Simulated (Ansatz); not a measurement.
Take SrTiO$_{3}$ in the cubic perovskite structure (space group Pm-3m, No. 221; a = 3.891 Å) as the base.

Now apply this change: cell and atoms relaxed at a pressure of 7 GPa.

Levels (all Ansatz, a program for electronic structure, PAW): PBEsol (420 eV, scalar-relativistic without spin-orbit coupling); r2SCAN (500 eV, no spin-orbit coupling); HSE06 (420 eV, spin-orbit coupling left out).

At the geometry relaxed with PBEsol, these levels gave the following band gaps, in shuffled order: (a) 2.37 eV, (b) 3.45 eV, (c) 1.91 eV.

**Question.** Match each gap to its level.

**Answer.** (a) r2SCAN; (b) HSE06; (c) PBEsol.

Single points use the geometry relaxed with PBEsol. HSE06 gaps are upper bounds (no full band path). Load acts through the strain it causes; cell and atoms are relaxed under it. Stability against distortions was not tested. No other phases were tried under pressure. The final runs are not spin-polarised. Many cubic perovskites are stable only at high temperature; tilts and polar distortions were not tested.
